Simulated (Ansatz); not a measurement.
```xyz
6
Lattice="3.2113 0.0000 0.0000 -1.6056 2.7811 0.0000 0.0000 0.0000 12.0456" Properties=species:S:1:pos:R:3 pbc="T T T"
Rb     0.0000     1.8540     3.2749
Rb     1.6056     0.9270     9.2977
Ge     0.0000     0.0000     0.2642
Ge     0.0000     0.0000     6.2870
N      0.0000     1.8540     7.1913
N      1.6056     0.9270     1.1685
```

Relaxed-ion tensors in this frame from PBEsol density-functional theory in Ansatz (plane waves, PAW). Proper piezoelectric stress tensor e (C/m²):

```
 0.00   0.00   0.00   0.00  -0.39   0.00
 0.00   0.00   0.00  -0.39   0.00   0.00
-0.31  -0.31  -0.52   0.00   0.00   0.00
```

Stiffness C (GPa):

```
 134  40.1  19.3   0.0   0.0   0.0
40.1   134  19.3   0.0   0.0   0.0
19.3  19.3   129   0.0   0.0   0.0
 0.0   0.0   0.0  32.8   0.0   0.0
 0.0   0.0   0.0   0.0  32.8   0.0
 0.0   0.0   0.0   0.0   0.0  46.9
```

The cell was generated from a structure type, relaxed within its symmetry, and need not be the phase found at ambient conditions.

**Question.** Obtain the piezoelectric strain tensor d.

**Answer.** d = e S with S = C⁻¹, in pC/N:

```
  0.0    0.0    0.0    0.0  -11.9    0.0
  0.0    0.0    0.0  -11.9    0.0    0.0
 -1.4   -1.4   -3.6    0.0    0.0    0.0
```
Away from Γ the polar cell without biaxial strain shows no imaginary mode on a 2×2×2 mesh.

The PAW data sets were generated under PBE and serve the other functionals too.

Ansatz is a first-principles code.
